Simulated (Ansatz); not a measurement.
NaCl (rock salt, Fm-3m), quasi-harmonic approximation with PBEsol density-functional theory in Ansatz (plane waves, PAW). 

```json
[
 {"T (K)": "50", "α_L (10⁻⁶/K)": "12.4", "C_P (J/mol/K)": "17.0", "bulk modulus B_T (GPa)": "24.7", "γ": "1.45"},
 {"T (K)": "150", "α_L (10⁻⁶/K)": "38.4", "C_P (J/mol/K)": "44.2", "bulk modulus B_T (GPa)": "23.2", "γ": "1.68"},
 {"T (K)": "200", "α_L (10⁻⁶/K)": "43.1", "C_P (J/mol/K)": "47.9", "bulk modulus B_T (GPa)": "22.3", "γ": "1.71"},
 {"T (K)": "250", "α_L (10⁻⁶/K)": "46.6", "C_P (J/mol/K)": "50.2", "bulk modulus B_T (GPa)": "21.4", "γ": "1.74"},
 {"T (K)": "300", "α_L (10⁻⁶/K)": "50.0", "C_P (J/mol/K)": "?", "bulk modulus B_T (GPa)": "20.5", "γ": "1.76"},
 {"T (K)": "350", "α_L (10⁻⁶/K)": "53.4", "C_P (J/mol/K)": "53.5", "bulk modulus B_T (GPa)": "19.5", "γ": "1.79"},
 {"T (K)": "400", "α_L (10⁻⁶/K)": "?", "C_P (J/mol/K)": "55.1", "bulk modulus B_T (GPa)": "18.4", "γ": "1.81"},
 {"T (K)": "450", "α_L (10⁻⁶/K)": "62.1", "C_P (J/mol/K)": "56.8", "bulk modulus B_T (GPa)": "17.2", "γ": "1.85"}
]
```

Q: Fill in the missing entries.

A: 
- 300, C_P (J/mol/K): 51.9
- 400, α_L (10⁻⁶/K): 57.3

The crystal is held in this phase throughout; melting and phase transitions are not modelled.

The PAW data sets were generated under PBE and serve the other functionals too.

Ansatz is a first-principles code.
